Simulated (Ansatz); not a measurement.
An Ansatz (a program for electronic structure) input for rock-salt TiC (1 1 1) on rock-salt MgO (1 1 1) (film strained to the substrate, started from cuts of the bulks and a machine-learned relaxation; slabs Mg5O6 and C4Ti4, which can lie off the formulas):

Ansatz 0.2 input:
```yaml
crystal:
  lattice:
    - [3.0077648, 0.0, 0.079949863]
    - [1.5038828, 2.6048011, 0.030273488]
    - [2.410380111, 0.773080563, 23.918512984]
  atoms:
    - { symbol: Mg, position: [0.643799817, 0.06438452, 0.083112412] }
    - { symbol: Mg, position: [0.87675334, 0.40600704, 0.186359087] }
    - { symbol: Mg, position: [0.11587688, 0.718880707, 0.289396663] }
    - { symbol: Mg, position: [0.358219255, 0.01319937, 0.392411409] }
    - { symbol: Mg, position: [0.603382512, 0.295078161, 0.49585254] }
    - { symbol: O, position: [1.005389569, 0.40737045, 0.03430672] }
    - { symbol: O, position: [0.256123546, 0.742759186, 0.136438543] }
    - { symbol: O, position: [0.49503096, 0.065068085, 0.239040614] }
    - { symbol: O, position: [0.735372696, 0.366709924, 0.34208553] }
    - { symbol: O, position: [-0.020312742, 0.653422305, 0.445060964] }
    - { symbol: O, position: [0.233094729, -0.054357064, 0.541136317] }
    - { symbol: C, position: [0.133535853, 0.851815546, 0.596127763] }
    - { symbol: C, position: [0.379864135, 0.157088388, 0.701718812] }
    - { symbol: C, position: [0.619071095, 0.466482, 0.809132773] }
    - { symbol: C, position: [0.854748957, 0.782552392, 0.918223098] }
    - { symbol: Ti, position: [0.762104112, 0.503618454, 0.647636904] }
    - { symbol: Ti, position: [1.001659063, 0.808884246, 0.754094703] }
    - { symbol: Ti, position: [0.240837177, 0.123008952, 0.860158289] }
    - { symbol: Ti, position: [0.482579582, 0.429708803, 0.965418143] }
basis:
  ecutwfc: 420
  ecutrho_ratio: 4
  xc_grid: 2
kpoints:
  mp_grid: { grid: [12, 12, 1] }
hamiltonian:
  xc: pbe
  dispersion: none
  pseudopotentials: { kind: paw }
scf:
  n_extra_bands: 25
  occupations: { method: fermi_dirac, width: 0.05 }
output:
  forces: true
  stress: true
  eigenstates:
    kpoints:
      - [0, 0, 0]
      - [0.5, 0, 0]
      - [0, 0.5, 0]
      - [0.5, 0.5, 0]
    e_range: [-3.5, 3.5]
    localisation: true
relax:
  f_tol: 0.04
  max_steps: 70
  cell: { fix: [a, b, gamma], stress_tol: 0.3 }
```

All values below come from PBE (plane waves to 420 eV, PAW; Ansatz). Scalar-relativistic, without spin–orbit coupling; the runs are not spin-polarised. Its k-point mesh 12×12×1, Fermi–Dirac width 0.05 eV.

Task: What does the end of the output print (band table and long remarks left out, numbers rounded to eight decimals)?

Result: 
```
SCF converged after 7 iterations
Free energy (F): -24045.556361 eV
Harris-Foulkes:  -24045.556361 eV  (|F-HF|=4.71e-9)
Internal energy: -24045.526523 eV  (E = F + TS)
E sigma→0 (E₀):  -24045.541442 eV
Entropy (-TS):   -0.029838 eV (-1.570 meV/atom)
Fermi energy:    12.987451 eV
--- Per-component energies (eV) ---
  E_band       = -1963.323540
  E_kinetic    = 2904.348891
  E_local      = -12455.773269  (includes V_loc(G=0)·N_el)
  E_nonlocal   = 893.015125
  E_hartree    = 4625.515611
  E_xc         = -1187.964642
  E_vxc        = -1502.596962  (∫ρ·V_xc dr)
  E_paw        = -6991.712556  (= ΣΔE_a)
  E_vpaw       = -1053.365648  (= ΣTr[D̂ρ^β])
  E_aug_tail   = 0.015385  (compensation charges beyond the density's cutoff)
  E_ewald      = -11832.971068
  E_smearing   = -0.029838  (= −TS)
  E_closure    = 0.000000  (closes the sum)
  Σ components = -24045.556361   (vs F -24045.556361, Δ=0.00e0)
--- Forces (eV/Å), atoms counted from 1 ---
  atom   1  Mg     0.00017469    -0.00015288    -0.00571612
  atom   2  Mg     0.00025198    -0.00018712    -0.00919703
  atom   3  Mg     0.00006990    -0.00005079    -0.00419111
  atom   4  Mg     0.00003069    -0.00000537     0.00287631
  atom   5  Mg     0.00015755    -0.00012096     0.00723214
  atom   6  O     -0.00014391     0.00029597     0.00578669
  atom   7  O     -0.00029237     0.00022041     0.00887550
  atom   8  O     -0.00023412     0.00009823     0.00843406
  atom   9  O      0.00005446     0.00000819     0.00013124
  atom  10  O     -0.00009370    -0.00021007    -0.00630729
  atom  11  O     -0.00024628    -0.00073941    -0.00638271
  atom  12  C      0.00049060     0.00054579     0.01024282
  atom  13  C      0.00028179     0.00003134    -0.00035814
  atom  14  C     -0.00008334    -0.00002288     0.00000155
  atom  15  C     -0.00013242    -0.00011158     0.00139280
  atom  16  Ti    -0.00094414     0.00014901    -0.00676598
  atom  17  Ti     0.00044935    -0.00014098     0.00101551
  atom  18  Ti     0.00009978     0.00005149    -0.00197850
  atom  19  Ti     0.00011198     0.00033887    -0.00519145
  max |Σ_I F_I| component: 9.97e-5 eV/Å
--- Stress (GPa, compression-positive) ---
        4.108654       0.015975       0.103802
        0.015975       4.218580      -0.160947
        0.103801      -0.160946      -0.040462
  P = ⅓ Tr σ = 2.7623 GPa (27.623 kbar)
--- Relaxed structure (9 steps of the walk, 9 accepted, 1 SCFs on fresh bases) ---
  F+E_penalty+E_count = -24045.55636105 eV   max|allowed force component| = 1.025e-2 eV/Å   (the final SCF, on the basis selected at the relaxed cell)
  cell:  # Å, volume = 186.2028 Å³
    - [3.00782229, -2.35322457e-5, 0.07775710]
    - [1.50486781, 2.60439788, -0.00729890]
    - [2.39549760, 0.43855698, 23.82390048]
  atoms:
    - { symbol: Mg, position: [0.66873150, -0.06324594, 0.07949960] }
    - { symbol: Mg, position: [0.89860614, 0.27014187, 0.18292648] }
    - { symbol: Mg, position: [0.12852501, 0.60352327, 0.28630743] }
    - { symbol: Mg, position: [0.35844633, -0.06309276, 0.38967902] }
    - { symbol: Mg, position: [0.58787738, 0.27032666, 0.49353621] }
    - { symbol: O, position: [1.05281972, 0.27005279, 0.02877293] }
    - { symbol: O, position: [0.28395891, 0.60343652, 0.13093104] }
    - { symbol: O, position: [0.51387325, -0.06317136, 0.23431046] }
    - { symbol: O, position: [0.74376873, 0.27020755, 0.33771006] }
    - { symbol: O, position: [-0.02638051, 0.60358942, 0.44117278] }
    - { symbol: O, position: [0.20871402, -0.06294105, 0.53933216] }
    - { symbol: C, position: [0.15231222, 0.93644909, 0.59580070] }
    - { symbol: C, position: [0.37493607, 0.27071857, 0.70642355] }
    - { symbol: C, position: [0.60089756, 0.60377644, 0.81389318] }
    - { symbol: C, position: [0.82635863, 0.93677078, 0.92189099] }
    - { symbol: Ti, position: [0.75636036, 0.60430321, 0.65830217] }
    - { symbol: Ti, position: [0.98524203, 0.93731693, 0.76281328] }
    - { symbol: Ti, position: [0.21531410, 0.27028466, 0.86620006] }
    - { symbol: Ti, position: [0.44676905, 0.60323481, 0.96820918] }
```

Cost: very roughly 23 core-minutes.
